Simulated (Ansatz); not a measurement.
Density of states of InP (F-43m) above the conduction band minimum, r2SCAN with spin-orbit coupling, rigid bands (Ansatz, a program for electronic structure); cell volume 50.8 Å³.

| energy from edge (eV) | 10⁻³ states/eV/cell |
|---|---|
| 0.006 | 0.66 |
| 0.031 | 1.49 |
| 0.056 | 2.11 |
| 0.081 | 2.68 |
| 0.106 | 3.26 |
| 0.131 | 3.84 |
| 0.156 | 4.43 |
| 0.181 | 5.04 |
| 0.206 | 5.68 |
| 0.231 | 6.35 |
| 0.256 | 7.07 |
| 0.281 | 7.75 |
| 0.319 | 9.00 |
| 0.344 | 9.80 |
| 0.369 | 10.6 |
| 0.394 | 11.4 |
| 0.419 | 12.5 |
| 0.444 | 13.5 |
| 0.469 | 14.6 |
| 0.494 | 15.7 |
| 0.519 | 16.9 |
| 0.544 | 18.0 |
| 0.569 | 19.5 |
| 0.594 | 20.9 |

Task: What effective density of states at 300 K does this give (∫ g(E) exp(−E/k_BT) dE, both spins, divided by the cell's size)?

Result: 6.4e17 cm⁻³, a density-of-states mass of 0.087 mₑ, valleys and band degeneracy included.

Geometry: cell and atoms relaxed with PBEsol.
